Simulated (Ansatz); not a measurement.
Results of r²SCAN (Ansatz, a quantum-chemistry and plane-wave program, PAW) for TiO2 (Pbcn, No. 60; high-pressure phase).

Run with plane-wave cutoff 600 eV, 8×6×8 k mesh (along the axes of the cell as run), no spin polarisation, scalar-relativistic PAW data made under PBE.

Computed at the level's own relaxed cell.

**Question.** Predict the Voigt–Reuss–Hill bulk modulus, polycrystal shear modulus (Hill average), Young modulus and Poisson ratio.

**Answer.** 
* **Voigt–Reuss–Hill bulk modulus**: 229 GPa
* **polycrystal shear modulus (Hill average)**: 94.1 GPa
* **Young modulus**: 248 GPa
* **Poisson ratio**: 0.320

Note: the relaxation could not lower the start's symmetry, so the cell can be a saddle point above a distorted one.

Elastic constants are with the ions relaxed.

Static lattice: no zero-point or thermal effects.
